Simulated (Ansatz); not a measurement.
Model glasses of amorphous InGaZnO4, 65 to 70 atoms (In9Ga9Zn9O36 before any change). Each row is one cell at a composition chosen by hand, melted whole on the CHGNet potential with the anions pushed apart under 1.9 Å, quenched within some picoseconds, far faster than a real film, and relaxed with PBE, scalar-relativistic without spin-orbit coupling (plane waves to 420 eV, PAW; Ansatz, a quantum-chemistry and plane-wave program). Each is the lower in DFT energy of 2 quenches. Cycles of charging and discharging were tried on some cells ahead of these points, and a cell that came back lower was taken. The column on the box says what of it was relaxed with the atoms; held means as the quench left it. Cells that kept moments or hold spare charge are left out, and those that charging annealed.

From the neutral cell one electron is taken away, or one added, and the atoms relax (PBE, the zone centre alone, moment held at 1 μB, uniform background; no image-charge correction, which leaves W too low where the charge is localised). W = E(+1) + E(−1) − 2 E(0) is the cost of moving an electron from one such cell to another; the spacing parts the highest filled and lowest empty level of the neutral cell, which ran without spin polarisation.

Formal charges balance in every cell (each cation at its usual highest valence, Cu and Ag at +1, Sb at +3, H at +1, O at −2, N at −3, F and Cl at −1). R− and R+ are the energies that the atoms' relaxation gave back after the electron was added or removed.

| cell | change | box | spacing (eV) | R− (eV) | R+ (eV) | spacing − R− − R+ (eV) | W (eV) |
|---|---|---|---|---|---|---|---|
| In9Ga9Zn9O39Mo | +1 Mo, +3 O | shape | 0.70 | 0.02 | 0.27 | 0.41 | 0.69 |
| In9Ga9Zn9O38Sn | +2 O, +1 Sn | volume and shape | 0.70 | 0.01 | 0.10 | 0.59 | 0.71 |
| In9Ga9Zn9O39W | +3 O, +1 W | volume | 0.90 | 0.04 | 0.19 | 0.67 | 0.77 |
| In9Ga9Zn9O37Na2 | +2 Na, +1 O | shape | 0.82 | 0.01 | 0.07 | 0.74 | 0.79 |
| In9Ga9Zn9O37Sr | +1 O, +1 Sr | shape | 0.91 | 0.01 | 0.11 | 0.79 | 0.90 |
| In9Ga9Zn9O38Hf | +1 Hf, +2 O | volume and shape | 0.94 | 0.01 | 0.08 | 0.85 | 0.89 |
| In9Ga9Zn9O39Lu2 | +2 Lu, +3 O | volume and shape | 0.93 | 0.01 | 0.06 | 0.86 | 0.95 |
| In9Ga9Zn9O38Zr | +2 O, +1 Zr | shape | 1.06 | 0.01 | 0.11 | 0.94 | withheld |
| In9Ga9Zn9O41Nb2 | +2 Nb, +5 O | shape | 1.14 | 0.02 | 0.08 | 1.04 | 1.10 |

Fit a straight line of the last column on the one before it through the 8 full rows, and predict the withheld value for In9Ga9Zn9O38Zr.

Means: x = 0.744, y = 0.850. Slope = Σ(Δx Δy) / Σ(Δx²) = 0.1733 / 0.2552 = 0.679; intercept = 0.850 − (0.679) × 0.744 = 0.345 eV; r.m.s. residual 0.042 eV. Prediction: 0.345 + (0.679) × 0.94 = 0.98 eV. The run gave 1.00 eV, a miss of 0.02 eV, within the residual.

What would a slope of 1 with no intercept mean?

That adding and removing an electron at fixed atoms costs just the level spacing, as it does for levels spread over a large cell, so that W follows by bookkeeping. The fit has 0.679 and 0.345 eV; a departure holds the carrier's repulsion on its site, which raises W, and the uncorrected background, which lowers it.
